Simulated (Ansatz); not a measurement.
Consider TiB$_{2}$ (space group P6/mmm, No. 191; a = 3.017 Å, c = 3.185 Å). Axes: x lies along a and z along c of the hexagonal cell.

Structures relaxed with DFT with PBEsol, PAW potentials and a 420 eV plane-wave cutoff in Ansatz (an electronic-structure program), no spin-orbit coupling.

Base:

Simulated powder pattern, Cu Kα1, λ = 1.54056 Å (kinematic, ideal powder, no thermal factors, no anomalous dispersion; the 14 strongest lines at most, above 2 %, up to 2θ = 90°):

```tsv
2θ (°)	I/Imax (%)	hkl
27.99	20	(001)
34.29	58	(100)
44.83	100	(101)
57.85	9.1	(002)
61.40	22	(110)
68.80	8.7	(111)
69.00	13	(102)
72.25	5.5	(200)
79.17	15	(201)
89.38	15	(112)
```

After one change:

Simulated powder pattern, Cu Kα1, λ = 1.54056 Å (kinematic, ideal powder, no thermal factors, no anomalous dispersion; the 14 strongest lines at most, above 2 %, up to 2θ = 90°):

```json
[
 {"2θ (°)": "27.99", "I/Imax (%)": "29"},
 {"2θ (°)": "33.90", "I/Imax (%)": "58"},
 {"2θ (°)": "34.29", "I/Imax (%)": "28"},
 {"2θ (°)": "44.51", "I/Imax (%)": "100"},
 {"2θ (°)": "44.83", "I/Imax (%)": "49"},
 {"2θ (°)": "57.85", "I/Imax (%)": "13"},
 {"2θ (°)": "60.40", "I/Imax (%)": "11"},
 {"2θ (°)": "61.15", "I/Imax (%)": "22"},
 {"2θ (°)": "68.56", "I/Imax (%)": "8.6"},
 {"2θ (°)": "68.77", "I/Imax (%)": "13"},
 {"2θ (°)": "78.28", "I/Imax (%)": "16"},
 {"2θ (°)": "79.17", "I/Imax (%)": "7.5"},
 {"2θ (°)": "88.51", "I/Imax (%)": "7.5"},
 {"2θ (°)": "89.16", "I/Imax (%)": "15"}
]
```

Which of these changes matches the shifts?
(A) uniaxial strain ε_xx = +2.50 %
(B) uniaxial strain ε_xx = +1.50 %
(C) uniaxial strain ε_xx = −3.00 %
(D) uniaxial strain ε_xx = −2.50 %

B, uniaxial strain ε_xx = +1.50 %. Its volume per atom is 8.50 Å³ against 8.37 Å³, and its space group is Cmmm (No. 65).

Whether these cells are dynamically stable was not tested. The final runs are not spin-polarised.
